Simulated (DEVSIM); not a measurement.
Device: abrupt Si p-n junction, at 300 K.

| layer (left to right) | material | thickness (μm) | Nd (cm⁻³) | Na (cm⁻³) | τn (s) | τp (s) |
|---|---|---|---|---|---|---|
| 1 | Si | 11.0 | - | 3.9e17 | 2.5e-5 | 2.5e-5 |
| 2 | Si | 3.70 | 3.3e16 | - | 2.5e-5 | 2.5e-5 |

Left contact: ohmic. Right contact: ohmic. Voltage is applied to the left contact. Recombination: SRH at mid-gap, radiative, Auger. Gap narrowing is on: ΔEg = 6.92 meV × (l + √(l² + 0.5)), l = ln(N/1.3e17 cm⁻³), shared equally by both band edges. Mobility is constant in doping. Where it depends on doping, it is μmin + (μ − μmin)/(1 + (N/Nref)^α).

This is a model device: material constants are rounded textbook-type values typed into the input, and sizes, dopings and lifetimes were drawn at random. Values at 300 K. The table also holds parameters that only a changed run uses.

```
parameter           Si
-------------  -------
gap (eV)         1.124
affinity (eV)     4.05
permittivity      11.7
Nc (cm⁻³)      2.86e19
Nv (cm⁻³)       3.1e19
μn (cm²/Vs)       1417
μp (cm²/Vs)        470
μn,min              52
μp,min              45
Nref,n          9.7e16
Nref,p          2.2e17
αn                0.68
αp                0.72
B (cm³/s)      4.7e-15
Cn (cm⁶/s)     2.8e-31
Cp (cm⁶/s)     9.9e-32
```

Simulated with DEVSIM: 1D drift-diffusion, Boltzmann statistics, complete ionisation; no tunnelling, impact ionisation, image-force lowering or self-heating.

Base results: potential step across the device at zero bias (V) 0.827; dark forward voltage at 1 A/cm² (V) 0.634; dark forward voltage at 100 A/cm² (V) 0.761; largest field in the device at zero bias (V/cm) 86000.

Q: What follows from this one change: thickness of layer 1 11 → 19 μm?

A: potential step across the device at zero bias little changed (0.827 V); dark forward voltage at 1 A/cm² little changed (0.635 V); dark forward voltage at 100 A/cm² 0.761 → 0.767 V; largest field in the device at zero bias little changed (86000 V/cm).

Q: What follows from this one change: doping Na of layer 1 3.9e+17 → 1.2e+19 cm^-3?

A: potential step across the device at zero bias 0.827 → 0.892 V; dark forward voltage at 1 A/cm² little changed (0.636 V); dark forward voltage at 100 A/cm² little changed (0.762 V); largest field in the device at zero bias 86000 → 150000 V/cm.

Q: What follows from this one change: doping-dependent mobility in place of the constant one?

A: potential step across the device at zero bias little changed (0.827 V); dark forward voltage at 1 A/cm² 0.634 → 0.641 V; dark forward voltage at 100 A/cm² 0.761 → 0.776 V; largest field in the device at zero bias little changed (86000 V/cm).
